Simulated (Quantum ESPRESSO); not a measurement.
Troubleshooting Quantum ESPRESSO: a failed run on Ba3P4O13 (P1, 20 atoms in the cell). The aim is a self-consistent single point with DFT, PBEsol, plane waves, GBRV 1.5 ultrasoft (PBESOL) pseudopotentials.

Cell that was meant: a = 5.7169 Å, b = 7.2800 Å, c = 8.0599 Å, α = 83.41°, β = 75.95°, γ = 70.65°.

Part of the input:

```fortran
Ba   137.3270  ba_pbesol_v1.uspp.F.UPF
P     30.9738  p_pbesol_v1.5.uspp.F.UPF
O     15.9990  o_pbesol_v1.2.uspp.F.UPF
ATOMIC_POSITIONS {direct}
Ba    0.3630300000    0.4084000000    0.7724100000
Ba    0.6494600000    0.5833300000    0.2212800000
Ba    0.0088700000    0.0013200000    0.9945300000
```

Output (repeated stretches shortened):

```
     This program is part of the open-source Quantum ESPRESSO suite
     for quantum simulation of materials; please cite

 %%%%%%%%%%%%%%%%%%%%%%%%%%%%%%%%%%%%%%%%%%%%%%%%%%%%%%%%%%%%%%%%%%%%%%%%%%%%%%
     Error in routine read_cards (1):
     unknown option for ATOMIC_POSITION: ATOMIC_POSITIONS {DIRECT}
 %%%%%%%%%%%%%%%%%%%%%%%%%%%%%%%%%%%%%%%%%%%%%%%%%%%%%%%%%%%%%%%%%%%%%%%%%%%%%%

     stopping ...
```

Problem. Read the log: what does the program object to, and what is the fix?

Solution. The fault is a value that the program does not know. The key takes a closed list of words, and names differ between codes. To fix it, use one of the words that the key accepts. The program stopped before any SCF iteration.

The sound input it was made from differs as follows (other fixes are possible):
```diff
-ATOMIC_POSITIONS {direct}
+ATOMIC_POSITIONS {crystal}
```

With that input, the run converged in 15 iterations: free energy E − TS -9435.4142 eV; top of the valence band (on the code's own zero) 4.72 eV; gap on the k-point mesh 5.34 eV; pressure 1.72 GPa; largest force (vector length) 0.887 eV/Å (DFT, PBEsol, plane waves, GBRV 1.5 ultrasoft (PBESOL) pseudopotentials).

On the sound input: the starting cell comes from a database of computed structures (which also holds hypothetical and non-ambient phases and stackings), without a prior relaxation at this level.
